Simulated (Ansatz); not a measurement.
Start from Zr₂InN (space group P6_3/mmc, No. 194; a cell from a computed database, its experimental status unchecked).

```
Zr2InN
1.0
    3.26184     0.00000     0.00000
   -1.63092     2.82483     0.00000
    0.00000     0.00000    14.79868
Zr In N
4 2 2
Direct
  0.66667   0.33333   0.91634
  0.33333   0.66667   0.08366
  0.33333   0.66667   0.41634
  0.66667   0.33333   0.58366
  0.66667   0.33333   0.25000
  0.33333   0.66667   0.75000
  0.00000   0.00000   0.00000
  0.00000   0.00000   0.50000
```

Cartesian axes are those of the cell as printed.

All numbers come from DFT with PBEsol, PAW potentials and a 420 eV plane-wave cutoff in Ansatz (a program for electronic structure), without spin-orbit coupling.

Modification: every lattice vector is stretched by 2.34 %, atoms relaxed at fixed cell.

Task: Predict the stress tensor and what it implies for the stiffness.

Result: Stress of the strained cell less that of the base (GPa, compression positive):
```
   -8.5     0.0     0.0
    0.0    -8.5     0.0
    0.0     0.0    -8.5
```

Then B = −ΔP/(ΔV/V₀) with ΔV/V₀ = 0.0719 gives secant stiffness values (nonlinear terms included at this strain): B (at held cell shape, above the free-shape value) ≈ 118 GPa.

As a check, the harmonic strain energy −½ V₀ Δσ:ε is 32 meV/atom; the computed energy rise is 35 meV/atom.

No phonon test of stability was made. All final runs are without spin polarisation.
